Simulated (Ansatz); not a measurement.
Functionals compared on a constructed model of the (0001) surface of hcp Mg, a pseudomorphic layer of Cr in the host's stacking (bottom of the slab: a bare face, its two planes held), in Ansatz (plane waves, PAW). The structure was relaxed with PBE; the other rows are single points on it. Cutoff 420 eV.

Model: 7-atom slab, 15.2 Å thick at the start, 13x13x1 mesh, Fermi-Dirac 0.1 eV, dipole correction, 2 atoms held, the rest relaxed; symmetry of the start imposed; spin-polarised, ending with about 4.4 μB a cell; orders that need a larger cell were not tried, no spin-orbit, no U. It is one candidate, not shown to be the stable structure of the face. These notes are the PBE run's.

```csv
functional,work function of the top face (eV),magnetic moment of the cell (μB),rough cost of the single point
PBE,3.84,4.42,–
RPBE,3.71,4.46,very roughly 30 core-seconds
```

Ansatz is a quantum-chemistry and plane-wave program.
